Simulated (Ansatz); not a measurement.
Given:

```xyz
3
Lattice="3.4738 0.0000 0.0000 -1.7369 3.0084 0.0000 0.0000 0.0000 5.9771" Properties=species:S:1:pos:R:3 pbc="T T T"
Ti     0.0000     0.0000     0.0000
Te     0.0000     2.0056     1.7297
Te     1.7369     1.0028     4.2474
```

No spin polarisation.

Method: PBEsol-D3(BJ), PAW, 420 eV (Ansatz, a first-principles code; scalar-relativistic without spin-orbit coupling). k-mesh 15×15×8 (Γ-centred); smearing 0.05 eV (Fermi–Dirac).

**Question.** Predict the pressure, band gap and space group.

**Answer.** The pressure (mean of the normal stresses, compression positive) is 9.6 GPa, the band gap comes out as zero and the space group is P-3m1 (No. 164).

The cells carry an imposed strain or load. No phonon test of stability was made. The final runs are not spin-polarised. The cell was made from TiTe$_{2}$ in the CdI2 type structure (space group P-3m1, No. 164; layered, stacked along the Cartesian z axis) by this change: isotropic strain −3.98 %.
